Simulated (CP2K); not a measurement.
Input and output of a self-consistent single point for ZnS (P6_3mc, 4 atoms in the cell) (CP2K).

Method: LDA (Pade form), GPW, DZVP-MOLOPT-PBE-GTH basis, GTH-PBE potentials (POTENTIAL_UZH) run with CP2K.

```
ZnS
1.0
    3.80580     0.00000     0.00000
   -1.90290     3.29592     0.00000
    0.00000     0.00000     6.23798
Zn S
2 2
Direct
  0.33333   0.66667   0.00014
  0.66667   0.33333   0.50014
  0.33333   0.66667   0.37486
  0.66667   0.33333   0.87486
```

Reference input (self-consistent single point, DFT PBE, GPW, DZVP-MOLOPT-PBE-GTH basis, GTH-PBE potentials (POTENTIAL_UZH)): CUTOFF = 600 Ry; REL_CUTOFF = 50 Ry; SMEAR/METHOD = FERMI_DIRAC; ELECTRONIC_TEMPERATURE = 580.23 K; KPOINTS/SCHEME = MONKHORST-PACK 8 8 5; GAMMA_CENTERED = T; XC_FUNCTIONAL = PBE; Zn/BASIS_SET = DZVP-MOLOPT-PBE-GTH-q12; Zn/POTENTIAL = GTH-PBE-q12; S/BASIS_SET = DZVP-MOLOPT-PBE-GTH-q6; S/POTENTIAL = GTH-PBE-q6; METHOD = GPW. This run's input differs from it in these lines:

```diff
@@ -43,3 +43,3 @@
     &XC
-      &XC_FUNCTIONAL PBE
+      &XC_FUNCTIONAL PADE
       &END XC_FUNCTIONAL
```

Output, abridged:

```
 SCF WAVEFUNCTION OPTIMIZATION

  Step     Update method      Time    Convergence         Total energy    Change
     1 NoMix/Diag. 0.40E+00      -     1.75856874      -141.4124665892 -1.41E+02
     2 Broy./Diag. 0.40E+00      -     0.10281956      -141.5220040570 -1.10E-01
     3 Broy./Diag. 0.40E+00      -     0.01765744      -141.1185616863  4.03E-01
     4 Broy./Diag. 0.40E+00      -     0.01030473      -141.2052769428 -8.67E-02
     5 Broy./Diag. 0.40E+00      -     0.00487880      -141.2151202686 -9.84E-03
     6 Broy./Diag. 0.40E+00      -     0.00013418      -141.1984602159  1.67E-02
     7 Broy./Diag. 0.40E+00      -     0.00003129      -141.1978986053  5.62E-04
     8 Broy./Diag. 0.40E+00      -     0.00000204      -141.1980246203 -1.26E-04
     9 Broy./Diag. 0.40E+00      -     0.00000162      -141.1980356985 -1.11E-05
    10 Broy./Diag. 0.40E+00      -     0.00000032      -141.1980423265 -6.63E-06
  *** SCF run converged in    10 steps ***

  Overlap energy of the core charge distribution:               0.00000000312260
  Self energy of the core charge distribution:               -207.90703237349445
  Core Hamiltonian energy:                                     61.54540000402629
  Hartree energy:                                              27.18077731728728
  Exchange-correlation energy:                                -22.01718727739926
  Electronic entropic energy:                                  -0.00000000000660
  Fermi energy:                                                 0.15452335239947

  Total energy:                                              -141.19804232646410
  Total energy (extrapolated to T->0):                       -141.19804232646081

   [... lines left out ...]

 STRESS| Analytical stress tensor [bar]
 STRESS|                        x                   y                   z
 STRESS|      x       -2.41576351923E+04   7.84352381427E-01   7.89433860222E-07
 STRESS|      y        7.84352381427E-01  -2.41563671942E+04   2.36256290010E-02
 STRESS|      z        7.89433860222E-07   2.36256290010E-02  -2.29118876084E+04
 STRESS| 1/3 Trace                                            -2.37419633316E+04
```

The run converged in 10 iterations. Against the reference run the pressure goes from 2.88 to -2.37 GPa, the largest force goes from 0.019 to 0.011 eV/Å and the gap on the mesh goes from 2.175 to 1.865 eV.

The starting cell comes from a database of computed structures (which also holds hypothetical and non-ambient phases and stackings), without a prior relaxation at this level. Values carry the incompleteness of an atom-centred basis. The potentials were made for another functional than the one used.

Cost on one core of a shared machine: roughly 60 s.
